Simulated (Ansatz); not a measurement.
We consider Cu2WS4 (P-42m, No. 111; cell taken from a computed entry), described by LDA (PAW; Ansatz, a program for electronic structure).

Numerical settings: plane-wave cutoff 520 eV, 6×6×6 k mesh, Fermi–Dirac smearing 0.01 eV, no spin polarisation, scalar-relativistic PAW data made under PBE.

Cell (relaxed with PBEsol):

```cif
data_Cu2S4W
_chemical_formula_sum 'Cu2 W1 S4'
_space_group_name_H-M_alt 'P 1'
_space_group_IT_number 1
_cell_length_a 5.36103
_cell_length_b 5.36103
_cell_length_c 5.34256
_cell_angle_alpha 90.000
_cell_angle_beta 90.000
_cell_angle_gamma 90.000
loop_
_space_group_symop_operation_xyz
  'x, y, z'
loop_
_atom_site_label
_atom_site_type_symbol
_atom_site_fract_x
_atom_site_fract_y
_atom_site_fract_z
_atom_site_occupancy
Cu1 Cu 0.00000 0.50000 0.00000 1
Cu2 Cu 0.50000 0.00000 0.00000 1
W1 W 0.00000 0.00000 0.00000 1
S1 S 0.24019 0.75981 0.24152 1
S2 S 0.75981 0.75981 0.75848 1
S3 S 0.75981 0.24019 0.24152 1
S4 S 0.24019 0.24019 0.75848 1
```

Question: Give the computed band gap, smallest direct gap on the k points sampled and direct gap at Γ.

Answer: 
- band gap = 1.32 eV
- smallest direct gap on the k points sampled = 1.72 eV
- direct gap at Γ = 1.94 eV

Note: cell and atoms aren't relaxed at this level (pressure -2.5 GPa).

Spin–orbit coupling is not included.

Static lattice: no zero-point or thermal effects.
